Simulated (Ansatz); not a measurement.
# How the c axis length of RhSb (model structure, started from the CoSn type, P6/mmm, No. 191, 6 atoms in the cell) moves with the method

No measured value is used here.

```csv
level (code),value (Å)
LDA (Ansatz),4.196
PBEsol (Ansatz),4.229
r²SCAN (Ansatz),4.218
```

The crystal itself was run without spin with LDA, PBEsol, r²SCAN; a magnetic state was not tried in these runs. LDA, PBEsol, r²SCAN: the run has no spin polarisation, so it can have missed a magnetic state. Cutoffs differ between the levels. Ansatz's density-functional and Hartree–Fock values are scalar-relativistic unless marked +SOC, with PAW data made under PBE.

A model structure was made by putting elements into a prototype or built by hand; it is no filed structure, need not be a known phase, and can be a saddle point held by its symmetry.

Ansatz is an electronic-structure program.
